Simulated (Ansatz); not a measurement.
The reference is Mg3SiO in the anti-perovskite structure (space group Pm-3m, No. 221; a = 4.190 Å; a hypothetical phase, not in the database extracts checked). Axes: x, y, z lie along the cube axes.

All numbers come from Kohn–Sham DFT with the PBEsol functional, run in Ansatz (an electronic-structure program) with PAW and 420 eV plane waves, no spin-orbit coupling.

Strains are applied to the cell and any free atomic positions relax; under biaxial strain the out-of-plane vector relaxes too.

One change was made to it. Results:

```tsv
quantity	base	after
energy relative to the base (free energy F)	0 meV/atom	+30 meV/atom
pressure (mean of the normal stresses, compression positive)	0.0 GPa	6.1 GPa
```

**Question.** Which of these changes matches the shifts?
(A) uniaxial strain ε_xx = −5.75 %
(B) uniaxial strain ε_xx = −1.01 %
(C) biaxial strain −2.03 %, plane normal [001], relaxed out of plane

**Answer.** A, uniaxial strain ε_xx = −5.75 %. For comparison, the energy relative to the base in the other runs: biaxial strain −2.03 %, plane normal [001], relaxed out of plane gives +7.6 meV/atom; uniaxial strain ε_xx = −1.01 % gives +0.8 meV/atom.

No phonon test of stability was made. All final runs are without spin polarisation.
